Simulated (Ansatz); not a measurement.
## Input and output of a self-consistent single point for Cs (Im-3m, 1 atom in the cell) (Ansatz)

Method: PBE (plane waves, PAW; Ansatz, an electronic-structure program).

The input file:

Ansatz 0.2 input:
```yaml
crystal:
  lattice:
    - [-3.055490, 3.055490, 3.055490]
    - [3.055490, -3.055490, 3.055490]
    - [3.055490, 3.055490, -3.055490]
  atoms:
    - { symbol: Cs, position: [0.000000, 0.000000, 0.000000] }
basis:
  ecutwfc: 420.0
kpoints:
  mp_grid: { grid: [5, 5, 5] }
hamiltonian:
  xc: pbe
  pseudopotentials: { kind: paw }
scf:
  occupations: { method: fermi_dirac, width: 0.136 }
output:
  forces: true
  eigenvalues: true
  stress: true
```

Output, abridged:

```
WARN ansatz: RAYON_NUM_THREADS=1 ignored (pool sized by the plan → 1); use --threads N
Pseudopotentials: kind: paw
Pseudopotential: Cs, paw, valence charge 9
Crystal: 1 atoms, lattice volume = 114.104 Å³
Basis set: ecut = 420 eV, 2243 PW (Γ), exchange–correlation on 72×72×72 points (8 copies of the dense FFT grid, shifted against one another)
Bands: 9, of which v1, the nominal top of the filled ones, is band 5 counted from 1 (4 counted from 0)
Symmetry: 48 space group operations
Space group: Im-3m (ITA 229), of the structure as read, at distance tolerance 4.9e-5 Å
k-points: 10 of 125
Initial density: superposition of atomic densities (neutral atoms: chi_scale 0, normalization atom), corrected by the library's trained network
Initial wavefunctions: pseudopotential atomic-orbital guess
Eigensolver: davidson
Functional: x = pbe(κ = 0.804, μ = 0.2195149727645171), c = pbe(β = 0.06672455060314922)
SCF iter   1: F=—  HF=-5670.805390 eV  |F-HF|=—  |Δ(HF+E_count)|=         —  Δρ=2.63e-4  dr2=5.53e-5  ethr=1.77e-3  ⟨swp⟩=6.1  Hψ=749  notcnv=0
all-band conjugate gradients solve this SCF's bands
preconditioner: auto → none
SCF iter   2: F=—  HF=-5670.805702 eV  |F-HF|=—  |Δ(HF+E_count)|=   3.12e-4  Δρ=1.35e-4  dr2=2.49e-5  ethr=6.14e-7  ⟨swp⟩=3.2  Hψ=250  notcnv=0
SCF iter   3: F=—  HF=-5670.805725 eV  |F-HF|=—  |Δ(HF+E_count)|=   2.29e-5  Δρ=5.80e-5  dr2=8.41e-6  ethr=2.77e-7  ⟨swp⟩=2.0  Hψ=136  notcnv=0
SCF iter   4: F=—  HF=-5670.805722 eV  |F-HF|=—  |Δ(HF+E_count)|=   3.36e-6  Δρ=1.49e-5  dr2=6.86e-7  ethr=9.34e-8  ⟨swp⟩=2.7  Hψ=130  notcnv=0
iter 5 did not close the SCF: its close was put off for the readings that it lacked (scf_convergence_deferred on its scf_iter line)
SCF iter   5: F=-5670.805721 eV  HF=-5670.805721 eV  |F-HF|=5.26e-9  |Δ(HF+E_count)|=   2.03e-7  Δρ=3.09e-6  dr2=2.77e-8  ethr=7.62e-9  ⟨swp⟩=2.5  Hψ=131  notcnv=0
SCF iter   6: F=-5670.805721 eV  HF=-5670.805721 eV  |F-HF|=1.31e-10  |Δ(HF+E_count)|=   1.20e-8  Δρ=3.55e-7  dr2=5.00e-11  ethr=3.08e-10  ⟨swp⟩=3.8  Hψ=425  notcnv=0
SCF 1 converged in 6 iterations: F = -5670.805721 eV  dr2 = 5.00e-11
SCF converged after 6 iterations
Free energy (F): -5670.805721 eV
Harris-Foulkes:  -5670.805721 eV  (|F-HF|=1.31e-10)
Internal energy: -5670.738938 eV  (E = F + TS)
E sigma→0 (E₀):  -5670.772330 eV
Entropy (-TS):   -0.066783 eV (-66.783 meV/atom)
Fermi energy:    2.255693 eV
--- Per-component energies (eV) ---
  E_band       = -91.792146
  E_kinetic    = 140.784563
  E_local      = -392.174161  (includes V_loc(G=0)·N_el)
  E_nonlocal   = 30.220313
  E_hartree    = 137.375688
  E_xc         = -172.885382
  E_vxc        = -124.554587  (∫ρ·V_xc dr)
  E_paw        = -5066.759085  (= ΣΔE_a)
  E_vpaw       = -20.819617  (= ΣTr[D̂ρ^β])
  E_aug_tail   = -0.000001  (compensation charges beyond the density's cutoff)
  E_ewald      = -347.300874
  E_smearing   = -0.066783  (= −TS)
  E_closure    = 0.000000  (closes the sum)
  Σ components = -5670.805721   (vs F -5670.805721, Δ=0.00e0)
--- Forces (eV/Å), atoms counted from 1 ---
  atom   1  Cs     0.00000000    -0.00000000    -0.00000000
  max |Σ_I F_I| component: 2.96e-31 eV/Å
--- Stress (GPa, compression-positive) ---
        0.040718      -0.000000       0.000000
        0.000000       0.040718      -0.000000
        0.000000       0.000000       0.040718
  P = ⅓ Tr σ = 0.0407 GPa (0.407 kbar)
  The stress holds the Pulay correction. Without it, at fixed plane waves, as pw.x and ABINIT print it: P = 0.0406 GPa
--- Band table (eV; the first three rows and the last of 10) ---
  k-point 0: bands = ["-21.5858", "-8.3299", "-8.3299", "-8.3299", "0.5773", "4.7604", "4.7604", "4.7604", "5.6221"]
  k-point 1: bands = ["-21.5834", "-8.3799", "-8.3461", "-8.3299", "1.0066", "4.2398", "4.3814", "5.1965", "5.4111"]
  k-point 2: bands = ["-21.5795", "-8.4578", "-8.3722", "-8.3301", "2.0019", "3.3545", "3.9648", "5.5365", "5.8653"]
  k-point 9: bands = ["-21.5744", "-8.4288", "-8.4202", "-8.4202", "2.8338", "3.0489", "4.8567", "4.9554", "4.9554"]
```

The run converged in 6 iterations.

The starting cell has typed, rounded lattice constants, without a prior relaxation at this level. Its lattice was rescaled by a random factor within 2.5 % of one. Ansatz's pressure includes its estimate of the finite-basis (Pulay) stress.
